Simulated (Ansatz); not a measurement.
The starting structures come from a database of crystals and need not be the phases stable at ambient conditions.

By PBEsol, the system below comes out a metal.

Without scattering a metal conducts by its projected Fermi surface.

Consider the following.

```xyz
2
Lattice="4.1856 0.0000 0.0000 -2.0928 3.6249 0.0000 2.0928 1.2083 1.7088" Properties=species:S:1:pos:R:3 pbc="T T T"
Li     0.0000     0.0000     0.0000
Pd     0.0000     2.4166     0.8544
```

The cell is taken as given; by PBEsol it stands under a pressure of -1.7 GPa.

The current flows along the normal of the first two printed cell vectors, the (111) plane of the conventional cell. No spin-orbit coupling; the value is a mean over 0.1 eV about the Fermi level.

### Question
State the ballistic conductance per area according to PBEsol in Ansatz (a first-principles code).

### Answer
0.83 × 10¹⁵ S/m² for both spins.
